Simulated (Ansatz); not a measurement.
A self-consistent single point of Ni3Ge (P4mm, 4 atoms in the cell) with Ansatz (a quantum-chemistry and plane-wave program).

Method: PBEsol, default PAW files made with PBE (plane waves; Ansatz).

```xyz
4
Lattice="3.5409 0.0000 0.0000 0.0000 3.5409 0.0000 0.0000 0.0000 3.5409" Properties=species:S:1:pos:R:3 pbc="T T T"
Ni     1.7705     0.0000     1.7705
Ni     0.0500     1.7705     1.7705
Ni     1.7705     1.7705     0.0000
Ge     0.0000     0.0000     0.0000
```

Reference input (self-consistent single point, DFT, PBEsol, plane waves, default PAW files made with PBE): basis.ecutwfc = 30.9 Ry; kpoints.mp_grid.grid = 9 9 9; hamiltonian.xc = pbesol; hamiltonian.pseudopotentials = {kind: paw} (the program's default PAW files); scf.occupations.method = gaussian; scf.occupations.width = 0.0073 Ry. This run's input differs from it in these lines:

Ansatz 0.2 input:
```diff
@@ -13,3 +13,3 @@
 kpoints:
-  mp_grid: { grid: [9, 9, 9] }
+  mp_grid: { grid: [15, 15, 15] }
 hamiltonian:
@@ -18,3 +18,3 @@
 scf:
-  occupations: { method: gaussian, width: 0.0073 Ry }
+  occupations: { method: cold, width: 0.0007 Ry }
 output:
```

The program printed (abridged):

```
SCF iter   1: F=—  HF=-21669.787743 eV  |F-HF|=—  |Δ(HF+E_count)|=         —  Δρ=2.00e-2  dr2=9.13e-2  ethr=1.77e-3  ⟨swp⟩=5.3  Hψ=39117  notcnv=0
all-band conjugate gradients solve this SCF's bands
preconditioner: auto → Kerker (q_TF=auto, 2.929 Å⁻¹)
SCF iter   2: F=—  HF=-21669.770945 eV  |F-HF|=—  |Δ(HF+E_count)|=   1.68e-2  S|Δr|=    0.00e0  Δρ=4.80e-3  dr2=5.70e-3  ethr=1.34e-4  ⟨swp⟩=2.5  Hψ=22459  notcnv=0  defer=579
   [... lines left out ...]
SCF iter   7: F=—  HF=-21669.769501 eV  |F-HF|=—  |Δ(HF+E_count)|=   2.96e-7  S|Δr|=    0.00e0  Δρ=8.08e-5  dr2=1.42e-6  ethr=4.09e-9  ⟨swp⟩=2.0  Hψ=15693  notcnv=0  defer=579
SCF iter   8: F=—  HF=-21669.769501 eV  |F-HF|=—  |Δ(HF+E_count)|=   1.10e-7  S|Δr|=    0.00e0  Δρ=2.63e-5  dr2=1.54e-7  ethr=2.09e-9  ⟨swp⟩=1.0  Hψ=11236  notcnv=0  defer=579
SCF iter   9: F=-21669.769500 eV  HF=-21669.769501 eV  |F-HF|=3.83e-9  |Δ(HF+E_count)|=   2.01e-8  S|Δr|=    0.00e0  Δρ=4.65e-6  dr2=5.95e-9  ethr=1.47e-10  ⟨swp⟩=7.8  Hψ=41906  notcnv=0
SCF 1 converged in 9 iterations: F = -21669.769500 eV  dr2 = 5.95e-9
Stability not checked (fill_not_monotonic)
Free energy (F): -21669.769500 eV
Internal energy: -21669.769355 eV  (E = F + TS)
E sigma→0 (E₀):  -21669.769452 eV
Entropy (-TS):   -0.000146 eV (-0.036 meV/atom)
Fermi energy:    18.339181 eV
--- Forces (eV/Å), atoms counted from 1 ---
  atom   1  Ni     0.27018141     0.00000000     0.00000000
  atom   2  Ni    -0.50206031    -0.00000000     0.00000000
  atom   3  Ni     0.27018141     0.00000000     0.00000000
  atom   4  Ge    -0.03829724     0.00000000     0.00000000
--- Stress (GPa, compression-positive) ---
       -2.705250       0.000000       0.000000
        0.000000      -2.750592       0.000000
        0.000000       0.000000      -2.750592
  P = ⅓ Tr σ = -2.7355 GPa (-27.355 kbar)
  The stress holds the Pulay correction. Without it, at fixed plane waves, as pw.x and ABINIT print it: P = -2.7942 GPa
```

The run converged in 9 iterations. Against the reference run the free energy goes up by 1.4 meV/atom, the pressure moves little (-2.71 to -2.74 GPa) and the largest force hardly changes (0.501 to 0.502 eV/Å).

The starting cell comes from a database of computed structures (which also holds hypothetical and non-ambient phases and stackings), without a prior relaxation at this level. Its lattice was rescaled by up to half a per cent. One atom was moved a little off its site on purpose. Spin polarisation is off. Ansatz's pressure includes its estimate of the finite-basis (Pulay) stress.
